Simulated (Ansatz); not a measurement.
NaI (Cmmm, No. 65, 4 atoms in the cell; start mp-1246268; a measured phase of this formula has another space group), treated with HSE06 in Ansatz (plane waves, PAW).

Input file:

Ansatz 0.2 input:
```yaml
crystal:
  lattice:
    - [4.7786811637, 0.0, 0.0]
    - [0.0, 4.0984502678, 0.0]
    - [0.0, 0.0, 6.7606180785]
  atoms:
    - { symbol: Na, position: [0.25, 0.5, 0.2499837921] }
    - { symbol: Na, position: [0.75, 0.5, 0.7500162079] }
    - { symbol: I, position: [0.25, 0.0, 0.7499823982] }
    - { symbol: I, position: [0.75, 0.0, 0.2500176018] }
basis:
  ecutwfc: 460
  ecutrho_ratio: 4
  xc_grid: 2
kpoints:
  mp_grid: { grid: [6, 6, 4] }
hamiltonian:
  xc: hse06
  dispersion: none
  pseudopotentials: { kind: paw }
scf:
  occupations: { method: fermi_dirac, width: 0.01 }
  convergence: { dr2_threshold: 0.0000000004 }
output:
  forces: true
  stress: true
  eigenvalues: true
```

Output (set-up and result lines):

```
WARN output.stress: scf.exx.energy_threshold = 1e-6 eV is looser than the 4e-8 eV advised for a stress under a hybrid functional (1e-8 eV for each atom of the …
Crystal: 4 atoms, lattice volume = 132.408 Å³
Basis set: ecut = 460 eV, 2945 PW (Γ), exchange–correlation on 72×60×96 points (8 copies of the dense FFT grid, shifted against one another)
Bands: 32, of which v1, the nominal top of the filled ones, is band 26 counted from 1 (25 counted from 0)
Symmetry: 8 space group operations
Space group: Pmma (ITA 51), of the structure as read, at distance tolerance 5.1e-5 Å
k-points: 48 of 144
SCF iter   1: F=—  HF=-18003.215681 eV  |F-HF|=—  |Δ(HF+E_count)|=         —  Δρ=7.19e-4  dr2=1.40e-3
SCF iter   2: F=-18003.216260 eV  HF=-18003.216140 eV  |F-HF|=1.20e-4  |Δ(HF+E_count)|=   4.60e-4  Δρ=2.00e-4  dr2=3.75e-5
Crystal: 4 atoms, lattice volume = 132.408 Å³
Initial density: handed on by an earlier stage of this run
  ...
Crystal: 4 atoms, lattice volume = 132.408 Å³
SCF iter   4: F=—  HF=-18013.203566 eV  |F-HF|=—  |Δ(HF+E_count)|=   1.06e-8  Δρ=9.81e-7  dr2=1.31e-9
SCF iter   5: F=-18013.203566 eV  HF=-18013.203566 eV  |F-HF|=3.20e-10  |Δ(HF+E_count)|=   2.39e-9  Δρ=6.59e-7  dr2=3.93e-10
SCF 3 converged in 5 iterations: F = -18013.203566 eV  dr2 = 3.93e-10
Free energy (F): -18013.203566 eV
Internal energy: -18013.203566 eV  (E = F + TS)
E sigma→0 (E₀):  -18013.203566 eV
Fermi energy:    5.258322 eV
--- Stress (GPa, compression-positive) ---
        0.909691       0.000000       0.000000
        0.000000       0.933889      -0.000000
        0.000000      -0.000000       1.210999
  P = ⅓ Tr σ = 1.0182 GPa (10.182 kbar)
```

The PAW data were made under PBE.

Note: cell and atoms aren't relaxed at this level (pressure 1.0 GPa).

A start named mp-… is a Materials Project structure, which need not be a measured phase.

Ansatz is a quantum-chemistry and plane-wave program.
